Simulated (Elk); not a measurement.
**Worked example: self-consistent single point of CaSi₂Ni₂ (I4/mmm, 5 atoms in the cell) in Elk**

Method: Elk with PBEsol, all-electron FP-LAPW, Elk's shipped species files, LAPW+lo basis.

Input as run:

```
tasks
  0

xctype
  22

rgkmax
  8.0

gmaxvr
  14.0

nxoapwlo
  1

rmtscf
  0.88

stype
  0

swidth
  0.00499791

avec
   -3.7442617694    3.7442617694    9.1093718714
    3.7442617694   -3.7442617694    9.1093718714
    3.7442617694    3.7442617694   -9.1093718714

atoms
  3   : nspecies
  'Ca.in'   : spfname
  1   : natoms; atposl, bfcmt below
  0.0000000000  0.0000000000  0.0000000000    0.0 0.0 0.0
  'Si.in'   : spfname
  2   : natoms; atposl, bfcmt below
  0.6306800000  0.6306800000  0.0000000000    0.0 0.0 0.0
  0.3693200000  0.3693200000  0.0000000000    0.0 0.0 0.0
  'Ni.in'   : spfname
  2   : natoms; atposl, bfcmt below
  0.7500000000  0.2500000000  0.5000000000    0.0 0.0 0.0
  0.2500000000  0.7500000000  0.5000000000    0.0 0.0 0.0

ngridk
  9 9 9
```

Output, abridged:

```
│ Elk code version 10.2.4 │

All units are atomic (Hartree, Bohr, etc.)

│ Ground-state run starting from atomic densities │

Lattice vectors :
  -3.744261769       3.744261769       9.109371871
   3.744261769      -3.744261769       9.109371871
   3.744261769       3.744261769      -9.109371871

Unit cell volume      :    510.8352173
Brillouin zone volume :   0.4855777461

Muffin-tin inner radius fraction :   0.1000000000E-01

Nuclei treated as point charges

Species :    1 (Ca)
 parameters loaded from : Ca.in
 name : calcium
 nuclear charge    :   -20.00000000
 electronic charge :    20.00000000
 atomic mass :    73057.72469
 muffin-tin radius :    2.112000000
 number of radial points in muffin-tin :    497
 atomic positions (lattice), magnetic fields (Cartesian) :
   1 :   0.00000000  0.00000000  0.00000000    0.00000000  0.00000000  0.00000000

Species :    2 (Si)
 parameters loaded from : Si.in
 name : silicon
 nuclear charge    :   -14.00000000
 electronic charge :    14.00000000
 atomic mass :    51196.73454
 muffin-tin radius :    1.936000000
 number of radial points in muffin-tin :    397
 atomic positions (lattice), magnetic fields (Cartesian) :
   1 :  -0.36932000 -0.36932000  0.00000000    0.00000000  0.00000000  0.00000000
   2 :   0.36932000  0.36932000  0.00000000    0.00000000  0.00000000  0.00000000

Species :    3 (Ni)
 parameters loaded from : Ni.in
 name : nickel
 nuclear charge    :   -28.00000000
 electronic charge :    28.00000000
 atomic mass :    106991.5230
 muffin-tin radius :    2.112000000
 number of radial points in muffin-tin :    497
 atomic positions (lattice), magnetic fields (Cartesian) :
   1 :  -0.25000000  0.25000000  0.50000000    0.00000000  0.00000000  0.00000000
   2 :   0.25000000 -0.25000000  0.50000000    0.00000000  0.00000000  0.00000000

Total number of atoms per unit cell :    5

Spin treatment :
 spin-unpolarised

Number of Bravais lattice symmetries :   16
   [... lines left out ...]
Maximum (1/2)|G+k|²                   :    7.677302699
Maximum |G| for potential and density :    14.00000000
 potential will be trimmed for |G| > 2 gkmax
Constant for pseudocharge density :    7
Radial integration step length :    4

G-vector grid sizes :     48    48    48
Number of G-vectors :    23709

Maximum angular momentum used for
 APW functions                      :    8
 outer part of muffin-tin           :    6
 inner part of muffin-tin           :    1

Total nuclear charge    :   -104.0000000
Total core charge       :    54.00000000
Total valence charge    :    50.00000000
Total excess charge     :    0.000000000
Total electronic charge :    104.0000000

Effective Wigner radius, rₛ :    1.054515483

Number of empty states         :   20
Total number of valence states :   45
Total number of core states    :   54

Total number of local-orbitals :   50

Exchange-correlation functional :     22     0     0
 PBEsol, Phys. Rev. Lett. 100, 136406 (2008)
 gradient requirement :    1
 generalised gradient approximation (GGA)

Smearing type :    0
 Gaussian
Smearing width :   0.4997910000E-02
Effective electronic temperature (K) :    1578.215154

Mixing type :    3
 Broyden mixing, J. Phys. A: Math. Gen. 17, L317 (1984)

Kohn-Sham potential initialised from atomic data
│ Self-consistent loop started │
│ Loop number : 1 │
 total energy                :     -4324.85437166
│ Loop number : 2 │
 total energy                :     -4323.29733016
RMS change in Kohn-Sham potential (target) :   0.4666624880     (  0.1000000000E-05)
Absolute change in total energy (target)   :    1.557041503     (  0.1000000000E-03)
│ Loop number : 3 │
 total energy                :     -4324.44908599
RMS change in Kohn-Sham potential (target) :   0.4710226718     (  0.1000000000E-05)
Absolute change in total energy (target)   :   0.7624954576     (  0.1000000000E-03)
│ Loop number : 4 │
 total energy                :     -4321.20515624
RMS change in Kohn-Sham potential (target) :   0.4116893230     (  0.1000000000E-05)
Absolute change in total energy (target)   :    3.053305890     (  0.1000000000E-03)
│ Loop number : 5 │
 total energy                :     -4307.98211957
RMS change in Kohn-Sham potential (target) :   0.1856747722     (  0.1000000000E-05)
Absolute change in total energy (target)   :    13.98636314     (  0.1000000000E-03)
   [... lines left out ...]
Absolute change in total energy (target)   :   0.1783495567E-01 (  0.1000000000E-03)
│ Loop number : 13 │
 total energy                :     -4297.92966966
RMS change in Kohn-Sham potential (target) :   0.1801771565E-04 (  0.1000000000E-05)
Absolute change in total energy (target)   :   0.2146956915E-02 (  0.1000000000E-03)
│ Loop number : 14 │
 total energy                :     -4297.93072009
RMS change in Kohn-Sham potential (target) :   0.1250836681E-05 (  0.1000000000E-05)
Absolute change in total energy (target)   :   0.5136893733E-03 (  0.1000000000E-03)
│ Loop number : 15 │
 total energy                :     -4297.93081158
RMS change in Kohn-Sham potential (target) :   0.9093522723E-06 (  0.1000000000E-05)
Absolute change in total energy (target)   :   0.2199111614E-03 (  0.1000000000E-03)
│ Loop number : 16 │
 total energy                :     -4297.93077062
RMS change in Kohn-Sham potential (target) :   0.4097824971E-06 (  0.1000000000E-05)
Absolute change in total energy (target)   :   0.1402083126E-04 (  0.1000000000E-03)
Convergence targets achieved

│ Loop number : 17 │

Energies :
 Fermi                       :     0.297356328048
 sum of eigenvalues          :     -2451.61566670
 electron kinetic            :      4351.97437220
 core electron kinetic       :      3979.34503114
 Coulomb                     :     -8449.07944005
 Coulomb potential           :     -6540.89559729
 nuclear-nuclear             :     -561.344846755
 electron-nuclear            :     -9234.57358930
 Hartree                     :      1346.83899600
 Madelung                    :     -5178.63164141
 xc potential                :     -262.694441607
 exchange                    :     -195.593935473
 correlation                 :     -5.23173414749
 total energy                :     -4297.93073747

Density of states at Fermi energy :    77.34032919
 (states/Hartree/unit cell)

Estimated indirect band gap :   0.3193010281E-03
 from k-point     20 to k-point      8
Estimated direct band gap   :   0.6048975135E-02
 at k-point     64

Charges :
 core                        :    54.00000000
 valence                     :    50.00000000
 interstitial                :    9.466101001
 muffin-tins (core leakage)
  species :    1 (Ca)
   atom    1                 :    17.83453468     (  0.3346830688E-06)
  species :    2 (Si)
   atom    1                 :    11.61325434     (  0.5168523086E-02)
   atom    2                 :    11.61325434     (  0.5168523086E-02)
  species :    3 (Ni)
   atom    1                 :    26.73642782     (  0.1317045856E-02)
   atom    2                 :    26.73642782     (  0.1317045856E-02)
 total in muffin-tins        :    94.53389900
 total calculated charge     :    103.9868549
 total charge                :    104.0000000
 error                       :   0.1314506940E-01

│ Self-consistent loop stopped │
```

The run converged in 17 iterations. The count includes the last loop, which Elk runs after its targets are met.

The starting cell comes from a database of computed structures (which also holds hypothetical and non-ambient phases and stackings), without a prior relaxation at this level. Its lattice was rescaled by a random factor within 2.5 % of one. Spin polarisation is off. Values depend on the basis (sphere radii, cutoffs, local orbitals), which need not be converged. The log's line on a gap gives a spacing of levels on this mesh, which the program prints for metals too.

Cost on one core of a shared machine: roughly 7 min.
